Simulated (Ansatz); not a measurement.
# CaZnF₄ (I4₁/a, No. 88, 12 atoms in the cell; start COD 1529060)

These are PBEsol in Ansatz (PAW) values and carry that method's errors.

Settings: plane-wave cutoff 520 eV, 10×10×10 k mesh, Fermi–Dirac smearing 0.01 eV, scalar-relativistic PAW data made under PBE.

Cell (relaxed at this level):

```
CELL_PARAMETERS angstrom
     -2.62533     2.62533     5.49474
      2.62533    -2.62533     5.49474
      2.62533     2.62533    -5.49474
ATOMIC_POSITIONS crystal
  Zn 0.75000 0.25000 0.50000
  Zn 0.00000 0.00000 0.00000
  Ca 0.25000 0.75000 0.50000
  Ca 0.50000 0.50000 0.00000
  F  0.17248 0.73233 0.08252
  F  0.83996 0.42248 0.94015
  F  0.64981 0.08996 0.91748
  F  0.48233 0.89981 0.05985
  F  0.57752 0.51767 0.41748
  F  0.91004 0.82752 0.55985
  F  0.10019 0.16004 0.58252
  F  0.26767 0.35019 0.44015
```

```
Property             Value
--------  ----------------
band gap  5.23 eV (direct)
```

Note: the relaxation could not lower the start's symmetry, so a distorted cell can lie lower.

It cost very roughly 3.0 core-minutes of CPU time.

Ansatz is a program for electronic structure.
